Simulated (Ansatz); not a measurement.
For GaAs (model structure, started from the CsCl type, Pm-3m, No. 221, 2 atoms in the cell), PBE (Ansatz, a first-principles code, plane waves, PAW) gives:

| Quantity | Value |
|---|---|
| lattice constant a | 3.371 Å |
| cohesive energy | 2.61 eV/atom |

Question: What does r²SCAN (Ansatz, PAW) give for the same quantities?

Answer: 
- lattice constant a: 3.339 Å (shrinks by 0.9 %)
- cohesive energy: 2.53 eV/atom (falls by 0.08 eV/atom)

Changes are worked out from the printed values.

Unless a cell is named, each level is at its own relaxed cell (PBE 19.15, r²SCAN 18.61 Å³/atom).

Ansatz's density-functional and Hartree–Fock values are scalar-relativistic unless marked +SOC, with PAW data made under PBE.

A model structure was made by putting elements into a prototype or built by hand; it is no filed structure, need not be a known phase, and can be a saddle point held by its symmetry.
